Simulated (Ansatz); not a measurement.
A self-consistent single point of SrCl2 (Fm-3m, 3 atoms in the cell) with Ansatz (a quantum-chemistry and plane-wave program).

Method: PBE (plane waves, PAW; Ansatz).

```
SrCl2
1.0
    0.00000     3.56729     3.56729
    3.56729     0.00000     3.56729
    3.56729     3.56729     0.00000
Sr Cl
1 2
Direct
  0.00000   0.00000   0.00000
  0.75000   0.75000   0.75000
  0.25000   0.25000   0.25000
```

Reference input (self-consistent single point, DFT, PBE, plane waves, default PAW files): basis.ecutwfc = 420 eV; kpoints.mp_grid.grid = 6 6 6; hamiltonian.xc = pbe; hamiltonian.pseudopotentials = {kind: paw} (the program's default PAW files); scf.occupations.method = fixed. This run's input differs from it in these lines:

Ansatz 0.2 input:
```diff
@@ -10,3 +10,3 @@
 basis:
-  ecutwfc: 420.0
+  ecutwfc: 170.0
 kpoints:
```

Output (repeated stretches shortened):

```
SCF iter   1: F=—  HF=-5707.701706 eV  |F-HF|=—  |Δ(HF+E_count)|=         —  Δρ=2.54e-2  dr2=2.43e-1  ethr=1.77e-3  ⟨swp⟩=4.3  Hψ=1308  notcnv=0  defer=7
all-band conjugate gradients solve this SCF's bands
preconditioner: auto → none
SCF iter   2: F=—  HF=-5707.660175 eV  |F-HF|=—  |Δ(HF+E_count)|=   4.15e-2  Δρ=1.10e-2  dr2=3.22e-2  ethr=1.01e-3  ⟨swp⟩=3.0  Hψ=613  notcnv=0  defer=27
SCF iter   3: F=—  HF=-5707.665258 eV  |F-HF|=—  |Δ(HF+E_count)|=   5.08e-3  Δρ=2.12e-3  dr2=2.14e-3  ethr=1.34e-4  ⟨swp⟩=2.0  Hψ=475  notcnv=0  defer=29
SCF iter   4: F=—  HF=-5707.665276 eV  |F-HF|=—  |Δ(HF+E_count)|=   1.72e-5  Δρ=5.23e-4  dr2=8.58e-5  ethr=8.92e-6  ⟨swp⟩=2.2  Hψ=414  notcnv=0  defer=29
SCF iter   5: F=—  HF=-5707.664693 eV  |F-HF|=—  |Δ(HF+E_count)|=   5.83e-4  Δρ=5.91e-5  dr2=1.61e-6  ethr=3.58e-7  ⟨swp⟩=2.4  Hψ=395  notcnv=0  defer=11
SCF iter   6: F=-5707.664695 eV  HF=-5707.664695 eV  |F-HF|=4.84e-10  |Δ(HF+E_count)|=   2.49e-6  Δρ=5.98e-6  dr2=1.93e-8  ethr=4.17e-10  ⟨swp⟩=7.8  Hψ=1404  notcnv=0
SCF 1 converged in 6 iterations: F = -5707.664695 eV  dr2 = 1.93e-8
Free energy (F): -5707.664695 eV
Internal energy: -5707.664695 eV  (E = F + TS)
E sigma→0 (E₀):  -5707.664695 eV
Fermi energy:    2.556549 eV
--- Forces (eV/Å), atoms counted from 1 ---
  atom   1  Sr    -0.00000000     0.00000000    -0.00000000
   [... zero for the other atoms too ...]
--- Stress (GPa, compression-positive) ---
       -0.755471      -0.000000       0.000000
        0.000000      -0.755471      -0.000000
        0.000000       0.000000      -0.755471
  P = ⅓ Tr σ = -0.7555 GPa (-7.555 kbar)
  The stress holds the Pulay correction. Without it, at fixed plane waves, as pw.x and ABINIT print it: P = -21.9067 GPa
```

The run converged in 6 iterations. Against the reference run the free energy rises by 1.02 eV/atom, the pressure goes from -1.22 to -0.76 GPa and the gap on the mesh goes from 5.085 to 4.968 eV.

The starting cell comes from a database of computed structures (which also holds hypothetical and non-ambient phases and stackings), without a prior relaxation at this level. Its lattice was rescaled by a random factor within 2.5 % of one. Ansatz's pressure includes its estimate of the finite-basis (Pulay) stress. Without the estimate this run gives -21.91 GPa. The cutoff lies below the one recommended for these files.
